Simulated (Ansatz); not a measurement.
**Hypothetical P6_3/mmc HgI2, pressure series**

The reference is HgI2 in the 2H-MoS2 type structure (space group P6_3/mmc, No. 194; a hypothetical phase, not in the database extracts checked).

```xyz
6
Lattice="4.1550 0.0000 0.0000 -2.0775 3.5983 0.0000 0.0000 0.0000 14.3911" Properties=species:S:1:pos:R:3 pbc="T T T"
Hg     0.0000     2.3989     3.5978
Hg     2.0775     1.1994    10.7933
I      0.0000     2.3989     8.8860
I      2.0775     1.1994     1.6904
I      2.0775     1.1994     5.5051
I      0.0000     2.3989    12.7007
```

Cell and atoms are relaxed at each pressure.

The values are results of r2SCAN+rVV10 in Ansatz (plane waves to 500 eV, PAW, scalar-relativistic without spin-orbit coupling), earlier PAW set, not measurements.

Computed cases, in order: pressure −1 GPa; 0 GPa (base); pressure 3 GPa; pressure 7 GPa; pressure 15 GPa; pressure 30 GPa; pressure 50 GPa; pressure 75 GPa; pressure 100 GPa.

**Question.** Between which two neighbouring cases does the band gap open or close?

**Answer.** Between pressure 3 GPa (0.25 eV) and pressure 7 GPa (zero). The whole series: pressure −1 GPa: 0.96 eV; 0 GPa (base): 0.66 eV; pressure 3 GPa: 0.25 eV; pressure 7 GPa: zero; pressure 15 GPa: zero; pressure 30 GPa: zero; pressure 50 GPa: zero; pressure 75 GPa: zero; pressure 100 GPa: zero.

The mesh was chosen for an insulator and is coarse for the gapless case. From pressure 50 GPa on, the axis ratios lie over 15 % from the base's, so the cell there is far from its starting form. With Hg and I present, leaving out spin-orbit coupling can change the band edges. Load acts through the strain it causes; cell and atoms are relaxed under it. No phonon test of stability was made. No other phases were tried under pressure. The final runs are not spin-polarised. A zero or small gap of HgI2 under pressure 3 GPa, HgI2 under pressure 7 GPa and HgI2 under pressure 15 GPa can be the functional's error rather than a property of the material.

Ansatz is an electronic-structure program.
